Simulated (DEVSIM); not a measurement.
Device: Cr/Al2O3/n-Si capacitor, at 450 K.

| layer (left to right) | material | thickness (nm) | Nd (cm⁻³) |
|---|---|---|---|
| 1 | Al2O3 | 4.10 | - |
| 2 | Si | 620 | 8.7e17 |

Metal gate on the left, work function 4.5 eV. Fixed charge at the semiconductor interface 2.6e12 cm⁻² (in units of +e); no interface traps.

This is a model device: material constants are rounded textbook-type values typed into the input, and sizes, dopings and lifetimes were drawn at random. Values at 300 K; Nc and Nv go as T^1.5, mobilities as T to minus their exponent, the gap by Varshni's rule with the affinity fixed.

| parameter | Al2O3 | Si |
|---|---|---|
| gap (eV) | 6.8 | 1.124 |
| affinity (eV) | 1.35 | 4.05 |
| permittivity | 9 | 11.7 |
| Nc (cm⁻³) | - | 2.86e19 |
| Nv (cm⁻³) | - | 3.1e19 |
| Varshni α (eV/K) | - | 0.000473 |
| Varshni β (K) | - | 636 |

Simulated with DEVSIM: 1D Poisson equation in equilibrium, Boltzmann statistics, complete ionisation; no quantum confinement or tunnelling. Metal contacts follow the ideal Schottky-Mott rule: no Fermi-level pinning, no interface dipoles.

Problem. Tabulate band edges, carrier densities and field at -0.6 V on the gate.

Solution. Energies count from the Fermi level of the right contact; mesh points crowd at the junctions.

```json
[
 {"x (μm)": "0.000", "Ec (eV)": "3.750", "Ev (eV)": "-3.050", "n (cm⁻³)": "< 1e2", "p (cm⁻³)": "< 1e2", "field (V/cm)": "-980000"},
 {"x (μm)": "0.0008146", "Ec (eV)": "3.671", "Ev (eV)": "-3.130", "n (cm⁻³)": "< 1e2", "p (cm⁻³)": "< 1e2", "field (V/cm)": "-980000"},
 {"x (μm)": "0.001866", "Ec (eV)": "3.568", "Ev (eV)": "-3.232", "n (cm⁻³)": "< 1e2", "p (cm⁻³)": "< 1e2", "field (V/cm)": "-980000"},
 {"x (μm)": "0.002924", "Ec (eV)": "3.465", "Ev (eV)": "-3.336", "n (cm⁻³)": "< 1e2", "p (cm⁻³)": "< 1e2", "field (V/cm)": "-980000"},
 {"x (μm)": "0.004071", "Ec (eV)": "3.352", "Ev (eV)": "-3.448", "n (cm⁻³)": "< 1e2", "p (cm⁻³)": "< 1e2", "field (V/cm)": "-910000"},
 {"x (μm)": "0.005003", "Ec (eV)": "0.619", "Ev (eV)": "-0.462", "n (cm⁻³)": "6.1e12", "p (cm⁻³)": "3.8e14", "field (V/cm)": "-340000"},
 {"x (μm)": "0.006733", "Ec (eV)": "0.563", "Ev (eV)": "-0.519", "n (cm⁻³)": "2.6e13", "p (cm⁻³)": "8.9e13", "field (V/cm)": "-310000"},
 {"x (μm)": "0.01148", "Ec (eV)": "0.429", "Ev (eV)": "-0.652", "n (cm⁻³)": "8.2e14", "p (cm⁻³)": "2.8e12", "field (V/cm)": "-250000"},
 {"x (μm)": "0.01810", "Ec (eV)": "0.293", "Ev (eV)": "-0.788", "n (cm⁻³)": "2.7e16", "p (cm⁻³)": "8.5e10", "field (V/cm)": "-160000"},
 {"x (μm)": "0.03079", "Ec (eV)": "0.179", "Ev (eV)": "-0.902", "n (cm⁻³)": "5.1e17", "p (cm⁻³)": "4.5e9", "field (V/cm)": "-35000"},
 {"x (μm)": "0.05409", "Ec (eV)": "0.159", "Ev (eV)": "-0.922", "n (cm⁻³)": "8.6e17", "p (cm⁻³)": "2.7e9", "field (V/cm)": "-550"},
 {"x (μm)": "0.1180", "Ec (eV)": "0.159", "Ev (eV)": "-0.922", "n (cm⁻³)": "8.7e17", "p (cm⁻³)": "2.7e9", "field (V/cm)": "≈ 0"},
 {"x (μm)": "0.2142", "Ec (eV)": "0.159", "Ev (eV)": "-0.922", "n (cm⁻³)": "8.7e17", "p (cm⁻³)": "2.7e9", "field (V/cm)": "≈ 0"},
 {"x (μm)": "0.3712", "Ec (eV)": "0.159", "Ev (eV)": "-0.922", "n (cm⁻³)": "8.7e17", "p (cm⁻³)": "2.7e9", "field (V/cm)": "≈ 0"},
 {"x (μm)": "0.5084", "Ec (eV)": "0.159", "Ev (eV)": "-0.922", "n (cm⁻³)": "8.7e17", "p (cm⁻³)": "2.7e9", "field (V/cm)": "≈ 0"},
 {"x (μm)": "0.5616", "Ec (eV)": "0.159", "Ev (eV)": "-0.922", "n (cm⁻³)": "8.7e17", "p (cm⁻³)": "2.7e9", "field (V/cm)": "≈ 0"},
 {"x (μm)": "0.5906", "Ec (eV)": "0.159", "Ev (eV)": "-0.922", "n (cm⁻³)": "8.7e17", "p (cm⁻³)": "2.7e9", "field (V/cm)": "≈ 0"},
 {"x (μm)": "0.6064", "Ec (eV)": "0.159", "Ev (eV)": "-0.922", "n (cm⁻³)": "8.7e17", "p (cm⁻³)": "2.7e9", "field (V/cm)": "≈ 0"},
 {"x (μm)": "0.6169", "Ec (eV)": "0.159", "Ev (eV)": "-0.922", "n (cm⁻³)": "8.7e17", "p (cm⁻³)": "2.7e9", "field (V/cm)": "≈ 0"},
 {"x (μm)": "0.6205", "Ec (eV)": "0.159", "Ev (eV)": "-0.922", "n (cm⁻³)": "8.7e17", "p (cm⁻³)": "2.7e9", "field (V/cm)": "≈ 0"},
 {"x (μm)": "0.6227", "Ec (eV)": "0.159", "Ev (eV)": "-0.922", "n (cm⁻³)": "8.7e17", "p (cm⁻³)": "2.7e9", "field (V/cm)": "≈ 0"},
 {"x (μm)": "0.6241", "Ec (eV)": "0.159", "Ev (eV)": "-0.922", "n (cm⁻³)": "8.7e17", "p (cm⁻³)": "2.7e9", "field (V/cm)": "≈ 0"}
]
```
